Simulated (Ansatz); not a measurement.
Data:

```
CELL_PARAMETERS angstrom
      0.00000     2.59762     2.59762
      2.59762     0.00000     2.59762
      2.59762     2.59762     0.00000
ATOMIC_POSITIONS crystal
  O  0.00000 0.00000 0.00000
  Sr 0.50000 0.50000 0.50000
```

No spin polarisation.

Level of theory: PBE/PAW in Ansatz (a program for electronic structure), no spin-orbit coupling, earlier PAW set. k-mesh 11×11×11 (Γ-centred); smearing 0.05 eV (Fermi–Dirac).

What is the computed gap character?

Indirect, Γ → X.

What smallest direct gap does the calculation give?

3.42 eV.

Stability against distortions was not tested. The cell was made from MgO by this change: Mg → Sr.
